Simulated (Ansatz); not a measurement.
**What Al → B does to Sc2Al**

Take Sc2Al (space group P6_3/mmc, No. 194; a = 4.8496 Å, c = 6.0902 Å; a cell from a computed database, its experimental status unchecked) as the base.

The change: B takes the place of Al on all its sites, then cell and atoms are relaxed.

The values are results of Ansatz (a first-principles code) PBEsol, without spin-orbit coupling, not measurements. Settings: 13×13×8 k-points, 0.05 eV Fermi–Dirac smearing, for the changed cell.

- Volume per atom: 15.38 Å³ (base 20.67 Å³)
- Lattice parameter a: 4.263 Å (base 4.850 Å)
- c/a ratio: 1.376 (base 1.256)
- Space group: P6_3/mmc (No. 194) (base P6_3/mmc (No. 194))
- Shortest interatomic distance: 2.461 Å (base 2.800 Å)
- Band gap: zero (base zero)

Stability against distortions was not tested. As relaxed here, Sc2B is a hypothetical phase, not in the database extracts checked. The final runs are not spin-polarised. Sc2B and Sc2Al have a high density of states at the Fermi level and may be magnetic at this level.
